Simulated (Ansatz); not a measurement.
The starting structures come from a database of crystals and need not be the phases stable at ambient conditions.

**Evanescent states of LaWN₃ (R3c, not sure to be the ambient phase, 10 atoms a cell, 13.0 Å³ an atom, -5 GPa at this level) along the normal of (001)**

Method: PBEsol (plane waves, PAW; Ansatz, an electronic-structure program).

No gap correction and no spin-orbit coupling; mid-gap values are interpolated between computed energies.

Energies count from the valence-band top; κ is the least over a 6×6 mesh across the current.

```tsv
E (eV)	κ (1/Å)	where
0.04	0.117	off Γ
0.10	0.195	off Γ
0.17	0.227	off Γ
0.24	0.230	off Γ
0.32	0.232	off Γ
0.39	0.232	off Γ
0.46	0.231	off Γ
0.53	0.229	off Γ
0.59	0.226	off Γ
0.67	0.221	off Γ
0.73	0.215	off Γ
0.81	0.207	off Γ
0.88	0.197	off Γ
0.94	0.182	off Γ
1.01	0.158	off Γ
1.08	0.124	off Γ
1.16	0.066	off Γ
```

### Question
How thick must the barrier be to attenuate the transmission by 10^6 when the electrodes' Fermi level lies at 0.94 eV, and what attenuation does that film give at 0.59 eV?

### Answer
d = 6 ln 10 / (2 × 0.182) = 38.0 Å. At 0.59 eV it gives 6 × 0.226/0.182 = 7.5 decades.
